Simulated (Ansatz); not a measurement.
Consider the following.

End structure of a constructed model of the (100) surface of fcc Cu, c(2x2) surface alloy, Mn on one Cu site of the top plane (bottom of the slab: a bare face, its two planes held):

```yaml
crystal:
  lattice:
    - [2.56680, 2.56680, 0.00000]
    - [-2.56680, 2.56680, 0.00000]
    - [0.00000, 0.00000, 25.50000]
  atoms:
    - { symbol: Cu, position: [0.50000, 0.00000, 0.32165] }
    - { symbol: Cu, position: [0.00000, 0.50000, 0.32165] }
    - { symbol: Cu, position: [0.00000, 0.00000, 0.39282] }
    - { symbol: Cu, position: [0.50000, 0.50000, 0.39282] }
    - { symbol: Cu, position: [0.50000, 0.00000, 0.46414] }
    - { symbol: Cu, position: [0.00000, 0.50000, 0.46414] }
    - { symbol: Cu, position: [0.00000, 0.00000, 0.53533] }
    - { symbol: Cu, position: [0.50000, 0.50000, 0.53541] }
    - { symbol: Cu, position: [0.50000, 0.00000, 0.60686] }
    - { symbol: Cu, position: [0.00000, 0.50000, 0.60686] }
    - { symbol: Mn, position: [0.00000, 0.00000, 0.68435] }
    - { symbol: Cu, position: [0.50000, 0.50000, 0.67545] }
```

Slab: 12 atoms, 9.1 Å thick at the start (thin: gaps and levels are the slab's own); k 10x10x1, smearing 0.1 eV, dipole-corrected; 4 atoms held, the rest relaxed; held to the start's symmetry, so lower structures may exist; spin-polarised, ending with about 4.2 μB a cell; orders that need a larger cell were not tried, no spin-orbit, no U. It is one candidate, not shown to be the stable structure of the face.

Give the work function of the top face at the level Ansatz (a program for electronic structure) with PBE.

4.28 eV
